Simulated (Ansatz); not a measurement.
Input and output of a self-consistent single point for HfGe2 (P6/mmm, 3 atoms in the cell) (Ansatz, a first-principles code).

Method: PBE (plane waves, PAW; Ansatz).

```yaml
crystal:
  lattice:
    - [4.36446, 0.00000, 0.00000]
    - [-2.18223, 3.77974, 0.00000]
    - [0.00000, 0.00000, 4.72568]
  atoms:
    - { symbol: Hf, position: [0.00000, 0.00000, 0.00000] }
    - { symbol: Ge, position: [0.33333, 0.66667, 0.50000] }
    - { symbol: Ge, position: [0.66667, 0.33333, 0.50000] }
```

Reference input (self-consistent single point, DFT, PBE, plane waves, default PAW files): basis.ecutwfc = 420 eV; kpoints.mp_grid.grid = 6 6 5; hamiltonian.xc = pbe; hamiltonian.pseudopotentials = {kind: paw} (the program's default PAW files); scf.occupations.method = methfessel_paxton; scf.occupations.width = 0.272 eV. This run's input differs from it in these lines:

```diff
@@ -21,3 +21,3 @@
     method: methfessel_paxton
-    width: 0.272
+    width: 0.2
 output:
```

Output, abridged:

```
SCF iter   1: F=—  HF=-24309.279258 eV  |F-HF|=—  |Δ(HF+E_count)|=         —  Δρ=1.68e-3  dr2=1.76e-3  ethr=1.77e-3  ⟨swp⟩=4.5  Hψ=2267  notcnv=0
all-band conjugate gradients solve this SCF's bands
preconditioner: auto → Resta (q_TF=auto, 2.566 Å⁻¹)
SCF iter   2: F=—  HF=-24309.279740 eV  |F-HF|=—  |Δ(HF+E_count)|=   4.82e-4  S|Δr|=    0.00e0  Δρ=1.09e-3  dr2=7.55e-4  ethr=3.27e-6  ⟨swp⟩=2.0  Hψ=1021  notcnv=0
   [... lines left out ...]
SCF iter   5: F=—  HF=-24309.279680 eV  |F-HF|=—  |Δ(HF+E_count)|=   7.95e-7  S|Δr|=    0.00e0  Δρ=3.84e-5  dr2=1.22e-6  ethr=1.72e-8  ⟨swp⟩=2.0  Hψ=1176  notcnv=0
SCF iter   6: F=—  HF=-24309.279679 eV  |F-HF|=—  |Δ(HF+E_count)|=   4.86e-7  S|Δr|=    0.00e0  Δρ=7.15e-6  dr2=5.00e-8  ethr=1.85e-10  ⟨swp⟩=3.3  Hψ=3053  notcnv=0
SCF iter   7: F=-24309.279679 eV  HF=-24309.279679 eV  |F-HF|=2.49e-9  |Δ(HF+E_count)|=   4.00e-8  S|Δr|=    0.00e0  Δρ=5.11e-6  dr2=1.93e-8  ethr=9.27e-11  ⟨swp⟩=4.0  Hψ=2187  notcnv=0
SCF 1 converged in 7 iterations: F = -24309.279679 eV  dr2 = 1.93e-8
Stability not checked (fill_not_monotonic)
Free energy (F): -24309.279679 eV
Internal energy: -24309.298637 eV  (E = F + TS)
E sigma→0 (E₀):  -24309.284419 eV
Entropy (-TS):   0.018958 eV (6.319 meV/atom)
Fermi energy:    10.823846 eV
--- Forces (eV/Å), atoms counted from 1 ---
  atom   1  Hf     0.00000000    -0.00000000     0.00000000
   [... zero for the other atoms too ...]
--- Stress (GPa, compression-positive) ---
       -5.663196       0.000000       0.000000
        0.000000      -5.663196       0.000000
        0.000000       0.000000     -19.278618
  P = ⅓ Tr σ = -10.2017 GPa (-102.017 kbar)
  The stress holds the Pulay correction. Without it, at fixed plane waves, as pw.x and ABINIT print it: P = -10.2254 GPa
```

The run converged in 7 iterations. Against the reference run the free energy falls by 2.6 meV/atom and the pressure hardly changes (-10.24 to -10.20 GPa).

The starting cell was generated: these elements placed on a structure prototype, without a prior relaxation; it need not be a known phase or ordering of this composition. Its lattice was rescaled by a random factor within 2.5 % of one. With a pressure of about -10 GPa the cell is away from its equilibrium volume at this level. Ansatz's pressure includes its estimate of the finite-basis (Pulay) stress.

Keys are those of Ansatz 0.2.
